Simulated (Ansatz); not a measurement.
A relaxation of cell and atoms of Ni3Ge (Pm-3m, 4 atoms in the cell) with Ansatz (a quantum-chemistry and plane-wave program).

Method: PBEsol, PAW files made with PBE (plane waves; Ansatz).

The change in words: atoms on their sites; basis.ecutwfc: 420 eV → 210 eV; relax: default → cell and atoms. Reference geometry:
```yaml
crystal:
  lattice:
    - [3.54092, 0.00000, 0.00000]
    - [0.00000, 3.54092, 0.00000]
    - [0.00000, 0.00000, 3.54092]
  atoms:
    - { symbol: Ni, position: [0.50000, 0.00000, 0.50000] }
    - { symbol: Ni, position: [0.01412, 0.50000, 0.50000] }
    - { symbol: Ni, position: [0.50000, 0.50000, 0.00000] }
    - { symbol: Ge, position: [0.00000, 0.00000, 0.00000] }
```

Reference input (self-consistent single point, DFT, PBEsol, plane waves, PAW files made with PBE): basis.ecutwfc = 420 eV; kpoints.mp_grid.grid = 9 9 9; hamiltonian.xc = pbesol; hamiltonian.pseudopotentials = {kind: paw} (the program's default PAW files); scf.occupations.method = gaussian; scf.occupations.width = 0.1 eV. This run's input differs from it in these lines:

Ansatz 0.2 input:
```diff
@@ -7,3 +7,3 @@
     - { symbol: Ni, position: [0.500000, 0.000000, 0.500000] }
-    - { symbol: Ni, position: [0.014121, 0.500000, 0.500000] }
+    - { symbol: Ni, position: [0.000000, 0.500000, 0.500000] }
     - { symbol: Ni, position: [0.500000, 0.500000, 0.000000] }
@@ -11,3 +11,3 @@
 basis:
-  ecutwfc: 420.0
+  ecutwfc: 210.0
 kpoints:
@@ -19,2 +19,4 @@
   occupations: { method: gaussian, width: 0.1 }
+relax:
+  cell: {}
 output:
```

Log, with long lists cut:

```
   [... SCF lines of the steps left out ...]
relax step   1: F+E_penalty+E_count = -21631.11982926 eV  Δ(F+E_penalty+E_count) = +0.000e0 eV  max|allowed force component| = 5.923e-29 eV/Å  Δτ_max = 0.0000 Å  P = -23.969 GPa  Ω = 44.396 Å³  (8 SCF iters, dr2 threshold 1.00e-7 eV, accepted)
relax step   2: F+E_penalty+E_count = -21642.04359764 eV  Δ(F+E_penalty+E_count) = -1.092e1 eV  max|allowed force component| = 5.338e-29 eV/Å  Δτ_max = 0.0000 Å  P = +169.403 GPa  Ω = 41.543 Å³  energy of the carried Pulay correction = +1.222e1 eV  [...]
   [... lines left out ...]
relax step 120: F+E_penalty+E_count = -21631.98655556 eV  Δ(F+E_penalty+E_count) = -2.403e-2 eV  max|allowed force component| = 4.654e-29 eV/Å  Δτ_max = 0.0000 Å  P = -0.000 GPa  Ω = 40.312 Å³  energy of the carried Pulay correction = +2.402e-2 eV  [...]
relax step 121: F+E_penalty+E_count = -21631.98655556 eV  Δ(F+E_penalty+E_count) = -7.276e-12 eV  max|allowed force component| = 4.733e-29 eV/Å  Δτ_max = 0.0000 Å  P = -0.790 GPa  Ω = 40.312 Å³  stress off target by 7.90e-1 GPa  SCF on the basis [...]
basis re-selected at this cell: Δ(F+E_penalty+E_count) = -7.276e-12 eV, ΔP = -0.790 GPa vs the last step
   [... lines left out ...]
Free energy (F): -21631.986556 eV
Fermi energy:    19.667162 eV
Error: variable-cell relaxation did not converge after 121 `relax_step` rows, as none of its last 40 fresh-basis SCF(s) at a relaxed cell met both thresholds with a finite energy. The last misses `relax.cell.stress_tol`: largest allowed force component 4.73e-29 eV/Å (`relax.f_tol` 1.00e-2 eV/Å), stress off the target on the free part of the cell 7.90e-1 GPa (`relax.cell.stress_tol` 5.00e-2 GPa), F+E_penalty+E_count -21631.98655556 eV. The closest is row 117, whose structure comes with this error. Larger ratio of force or stress to its threshold at each such SCF whose figures are numbers: 549.068, 436.016, 400.574, 258.697, 198.833, 258.220, 208.714, 268.935, 246.694, 191.266, [...]
   [... lines left out ...]
to start a new deck from the relaxed geometry:
  cell:  # Å, volume = 40.3208 Å³
    - [3.4290695404300573, -2.404327933307489e-32, 5.951324145859099e-33]
    - [-2.5327232629333027e-32, 3.4290695404300573, -1.2293852811671855e-32]
    - [6.1439171402978216e-33, -1.2293852811671855e-32, 3.4290695404300573]
  atoms:
    - { symbol: Ni, position: [0.5000000000000001, -3.855623460190598e-46, 0.5000000000000001] }
    - { symbol: Ni, position: [2.4888784980378526e-46, 0.5000000000000001, 0.5000000000000001] }
    - { symbol: Ni, position: [0.5000000000000001, 0.5000000000000001, -1.300032754988844e-47] }
    - { symbol: Ge, position: [-9.048976006878673e-46, 1.1231850486017587e-46, 7.542784262910496e-47] }
```

The relaxation ended unconverged.  The full log also holds: “iter 4 did not close the SCF: its close was put off for the readings that it lacked (scf_convergence_deferred on its scf_iter line)”. The full log also holds: “iter 5 did not close the SCF: its close was put off for the readings that it lacked (scf_convergence_deferred on its scf_iter line)”.

The starting cell comes from a database of computed structures (which also holds hypothetical and non-ambient phases and stackings), without a prior relaxation at this level. Its lattice was rescaled by up to half a per cent. The cutoff lies below the one recommended for these files.

Cost on one core of a shared machine: roughly 3 min.
